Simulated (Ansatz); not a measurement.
Ansatz (a program for electronic structure) run on KLuS2 (P1, 4 atoms in the cell): self-consistent single point.

Computed with PBEsol, default PAW files made with PBE (plane waves; Ansatz).

```yaml
crystal:
  lattice:
    - [1.97165, 1.13833, 7.29738]
    - [-1.97165, 1.13833, 7.29738]
    - [0.00000, -2.27666, 7.29738]
  atoms:
    - { symbol: K, position: [0.01213, 0.00556, 0.98375] }
    - { symbol: Lu, position: [0.49420, 0.47745, 0.52393] }
    - { symbol: S, position: [0.75747, 0.76899, 0.77851] }
    - { symbol: S, position: [0.23621, 0.24799, 0.21382] }
```

Reference input (self-consistent single point, DFT, PBEsol, plane waves, default PAW files made with PBE): kpoints.mp_grid.grid = 5 5 5; kpoints.mp_grid.shift = 0.5 0.5 0.5; hamiltonian.xc = pbesol; hamiltonian.pseudopotentials = {kind: paw} (the program's default PAW files); scf.occupations.method = fermi_dirac; scf.occupations.width = 0.05 eV. This run's input differs from it in these lines:

Ansatz 0.2 input:
```diff
@@ -12,3 +12,3 @@
 kpoints:
-  mp_grid: { grid: [5, 5, 5], shift: [0.5, 0.5, 0.5] }
+  mp_grid: { grid: [7, 7, 7], shift: [0.5, 0.5, 0.5] }
 hamiltonian:
```

Output (repeated stretches shortened):

```
SCF iter   1: F=—  HF=-17904.792474 eV  |F-HF|=—  |Δ(HF+E_count)|=         —  Δρ=4.62e-3  dr2=3.67e-2  ethr=1.77e-3  ⟨swp⟩=8.2  Hψ=26209  notcnv=0
all-band conjugate gradients solve this SCF's bands
preconditioner: auto → Resta (q_TF=auto, 2.404 Å⁻¹)
SCF iter   2: F=—  HF=-17904.781837 eV  |F-HF|=—  |Δ(HF+E_count)|=   1.06e-2  Δρ=1.96e-3  dr2=6.04e-3  ethr=7.98e-5  ⟨swp⟩=3.0  Hψ=11229  notcnv=0  defer=128
   [... lines left out ...]
SCF iter   5: F=—  HF=-17904.780756 eV  |F-HF|=—  |Δ(HF+E_count)|=   6.54e-5  Δρ=1.12e-4  dr2=2.25e-5  ethr=2.48e-7  ⟨swp⟩=3.0  Hψ=10300  notcnv=0  defer=128
SCF iter   6: F=—  HF=-17904.780756 eV  |F-HF|=—  |Δ(HF+E_count)|=   1.08e-7  Δρ=4.17e-5  dr2=2.47e-6  ethr=4.89e-8  ⟨swp⟩=2.0  Hψ=8009  notcnv=0  defer=128
SCF iter   7: F=—  HF=-17904.780759 eV  |F-HF|=—  |Δ(HF+E_count)|=   3.48e-6  Δρ=1.12e-5  dr2=2.40e-7  ethr=5.38e-9  ⟨swp⟩=2.0  Hψ=7866  notcnv=0  defer=128
SCF iter   8: F=-17904.780759 eV  HF=-17904.780759 eV  |F-HF|=4.09e-9  |Δ(HF+E_count)|=   3.05e-7  Δρ=3.16e-6  dr2=1.86e-8  ethr=2.17e-10  ⟨swp⟩=12.8  Hψ=35905  notcnv=0
SCF 1 converged in 8 iterations: F = -17904.780759 eV  dr2 = 1.86e-8
Free energy (F): -17904.780759 eV
Internal energy: -17904.780759 eV  (E = F + TS)
E sigma→0 (E₀):  -17904.780759 eV
Fermi energy:    8.132627 eV
--- Forces (eV/Å), atoms counted from 1 ---
  atom   1  K     -0.04467782    -0.05745346    -0.10555998
  atom   2  Lu    -0.23451436     0.51465749     0.40006608
  atom   3  S      0.20379755     0.03315539    -0.31512397
  atom   4  S      0.07539684    -0.49035934     0.02061780
--- Stress (GPa, compression-positive) ---
       -0.930759      -0.186792      -0.263873
       -0.186792      -0.582171      -0.897168
       -0.263873      -0.897168      -0.476027
  P = ⅓ Tr σ = -0.6630 GPa (-6.630 kbar)
  The stress holds the Pulay correction. Without it, at fixed plane waves, as pw.x and ABINIT print it: P = -0.6823 GPa
```

The run converged in 8 iterations. Against the reference run the free energy goes down by 1.6 meV/atom, the pressure hardly changes (-0.63 to -0.66 GPa), the largest force moves little (0.687 to 0.693 eV/Å) and the gap on the mesh goes from 2.287 to 2.238 eV.

The starting cell comes from a database of computed structures (which also holds hypothetical and non-ambient phases and stackings), without a prior relaxation at this level. Its atoms were displaced at random from the sites of space group no. 166. Spin-orbit coupling is off. Ansatz's pressure includes its estimate of the finite-basis (Pulay) stress. The shifted mesh does not hold Γ, so a gap read on it misses any band edge there.

Cost on one core of a shared machine: roughly 50 s.
